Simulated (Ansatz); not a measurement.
Base system: HfS₂ in the CdI2 type structure (space group P-3m1, No. 164; a = 3.547 Å, c = 5.577 Å; layered, stacked along the Cartesian z axis).

Method: Ansatz (an electronic-structure program) PBEsol-D3(BJ), no spin-orbit coupling.

For the base:

- Band gap: 0.45 eV
- Gap character: indirect, Γ → L

Now apply this change: full substitution Hf → Zr, then cell and atoms are relaxed.

Question: What does the calculation give for the band gap and gap character after the change?

Answer: The band gap decreases by 0.153 eV, from 0.45 eV to 0.29 eV; the gap character is still indirect, Γ → L.

With Hf present, leaving out spin-orbit coupling can change the band edges. No phonon test of stability was made. A zero or small gap of ZrS2 can be the functional's error rather than a property of the material.
